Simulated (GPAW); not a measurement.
GPAW is run on HfN (F-43m, 2 atoms in the cell), and the run fails. The aim is a self-consistent single point with DFT LDA (Perdew-Wang 92), plane waves, GPAW PAW datasets LDA (gpaw-data 1.0.1).

Cell that was meant: a = 3.4716 Å, b = 3.4716 Å, c = 3.4716 Å, α = 60.00°, β = 60.00°, γ = 60.00°.

Part of the input:

```python
            occupations={'name': 'methfessel-paxton', 'width': 0.272, 'order': 0},
            nbands=-6,
            symmetry={'symmorphic': False, 'tolerance': 0.0005},
            max_iter=150,
            txt='-')

atoms.calc = calc
```

Output, abridged:

```
Traceback (most recent call last):
   [... frames left out ...]
TypeError: Unknown GPAW parameter: max_iter
```

Q: From the messages shown, name the fault and mend the input.

A: The fault is a keyword that the program does not know. The program does not know a key of this name. To fix it, use the program's own name for the key. The program stopped before any SCF iteration.

The sound input it was made from differs as follows (other fixes are possible):
```diff
-            max_iter=150,
+            maxiter=150,
```

With that input, the run converged in 15 iterations: free energy E − TS (from the program's reference atoms) -20.6812 eV; Fermi level (on the code's own zero) 9.71 eV (DFT LDA (Perdew-Wang 92), plane waves, GPAW PAW datasets LDA (gpaw-data 1.0.1)).

On the sound input: the starting cell comes from a database of computed structures (which also holds hypothetical and non-ambient phases and stackings), without a prior relaxation at this level.
